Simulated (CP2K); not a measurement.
Troubleshooting CP2K: a failed run on a (001) slab of SiRu3 (cut from a parent of space group no. 225; 8 atoms in the cell). The aim is a self-consistent single point with DFT PBE, GPW, DZVP-MOLOPT-SR-GTH basis, GTH-PBE potentials (GTH_POTENTIALS).

Cell that was meant: a = 4.4604 Å, b = 6.3079 Å, c = 14.7310 Å, α = 90.00°, β = 90.00°, γ = 135.00°.

Part of the input:

```
  METHOD Quickstep
  STRESS_TENSOR ANALYTICAL
  &DFT
    BASIS_SET_FILE_NAME BASIS_MOLOPT_SR
    POTENTIAL_FILE_NAME GTH_POTENTIALS
    &QS
      METHOD GPW
```

Log, with long lists cut:

```
 GLOBAL| Method name                                                        CP2K
 GLOBAL| Project name                                                       bulk
 GLOBAL| Run type                                                   ENERGY_FORCE

 CELL| Volume [angstrom^3]:                                           293.074934
 CELL| Vector a [angstrom]:       4.460     0.000     0.000   |a| =     4.460394
 CELL| Vector b [angstrom]:      -4.460     4.460     0.000   |b| =     6.307950
 CELL| Vector c [angstrom]:       0.000     0.000    14.731   |c| =    14.731000
 CELL| Angle (b,c), alpha [degree]:                                    90.000000
 CELL| Angle (a,c), beta  [degree]:                                    90.000000
 CELL| Angle (a,b), gamma [degree]:                                   135.000000
 CELL| Numerically orthorhombic:                                              NO
 CELL| Periodicity                                                           XYZ

 *******************************************************************************
 *   ___                                                                       *
 *  /   \                                                                      *
 * [ABORT]                                                                     *
 *  \___/   The specified OLD file <BASIS_MOLOPT_SR> cannot be opened. It does *
 *    |      not exist. *
 *  O/|
 * /| |
 * / \                                                   common/cp_files.F:406 *
 *******************************************************************************

 ===== Routine Calling Stack =====

            3 read_qs_kind
            2 create_qs_kind_set
            1 CP2K
Abort(1) on node 0 (rank 0 in comm 0): application called MPI_Abort(MPI_COMM_WORLD, 1) - process 0
```

Q: Read the log: what does the program object to, and what is the fix?

A: The fault is a potential or basis that cannot be found. The input names a file or set that is not where the program looks, or that does not exist under that name. To fix it, correct the name or place the file. The program stopped before any SCF iteration.

The sound input it was made from differs as follows (other fixes are possible):
```diff
-    BASIS_SET_FILE_NAME BASIS_MOLOPT_SR
+    BASIS_SET_FILE_NAME BASIS_MOLOPT
```

With that input, the run converged in 48 iterations: free energy E − TS -15669.2599 eV; Fermi level (on the code's own zero) 3.30 eV; pressure averaged over the cell with its vacuum -13.28 GPa; largest force (vector length) 2.953 eV/Å (DFT PBE, GPW, DZVP-MOLOPT-SR-GTH basis, GTH-PBE potentials (GTH_POTENTIALS)).

On the sound input: the starting cell was generated: these elements placed on a structure prototype, without a prior relaxation; it need not be a known phase or ordering of this composition. The slab is cut from that crystal, and its faces are unrelaxed. Spin polarisation is off. The two faces of this cut differ, and no dipole correction was used. Values carry the incompleteness of an atom-centred basis. Forces in this geometry exceed 1 eV/Å. Without a gap this mesh is coarse (it stands for a supercell whose shortest in-plane vector is 18 Å).
